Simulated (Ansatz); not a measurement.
We consider Ca2Pb (Fm-3m, No. 225, 3 atoms in the cell; start mp-1009756), described by HSE06 (plane waves, PAW; Ansatz, a first-principles code).

Run with plane-wave cutoff 460 eV, 6×6×6 k mesh, Fermi–Dirac smearing 0.01 eV, scalar-relativistic PAW data made under PBE.

Cell (relaxed with PBEsol):

Space group Fm-3m (No. 225); a = 7.5281 Å, b = 7.5281 Å, c = 7.5281 Å, α = 90.00°, β = 90.00°, γ = 90.00°

| atom | site | symmetry | x | y | z |
|---|---|---|---|---|---|
| Ca | 8c | -43m | 0.2500 | 0.2500 | 0.2500 |
| Pb | 4a | m-3m | 0.0000 | 0.0000 | 0.0000 |
(The calculation used a cell of 3 atoms; values per cell refer to that cell.)

What does this level give for the band gap, smallest direct gap on the k points sampled and direct gap at Γ?


- band gap: 1.02 eV (on the SCF k mesh)
- smallest direct gap on the k points sampled: 1.19 eV
- direct gap at Γ: 1.68 eV

Note: cell and atoms aren't relaxed at this level (pressure 1.1 GPa).

Spin–orbit coupling is not included; with these elements it can move the gap by several tenths of an eV or more.

Computed values are for the static lattice.

A start named mp-… is a Materials Project structure, which need not be a measured phase.
